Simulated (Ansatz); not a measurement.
The parent structure is GaN in the wurtzite structure (space group P6_3mc, No. 186; a = 3.1831 Å, c = 5.1836 Å). Axes: x lies along a and z along c of the hexagonal cell.

All numbers come from Kohn–Sham DFT with the r2SCAN functional, run in Ansatz (a quantum-chemistry and plane-wave program) with PAW and 500 eV plane waves, no SOC.

Strains are applied to the cell and any free atomic positions relax; under biaxial strain the out-of-plane vector relaxes too.

One change was made to it. Results:

The band gap decreases by 0.11 eV to 2.24 eV; the shortest interatomic distance falls by 0.0072 Å, from 1.946 Å to 1.938 Å; the valence-band top at Γ (three highest levels, from the VBM) becomes 0.00, -0.10, -0.23 eV (base: 0.00, 0.00, -0.04 eV).

Task: Which of these changes matches the shifts?
A. biaxial strain +1.53 %, plane normal [001], relaxed out of plane
B. biaxial strain +3.84 %, plane normal [001], relaxed out of plane
C. tensor shear ε_yz = −2.01 %

Result: C, tensor shear ε_yz = −2.01 %. For comparison, the band gap in the other runs: biaxial strain +1.53 %, plane normal [001], relaxed out of plane gives 2.17 eV; biaxial strain +3.84 %, plane normal [001], relaxed out of plane gives 1.84 eV.

No phonon test of stability was made.
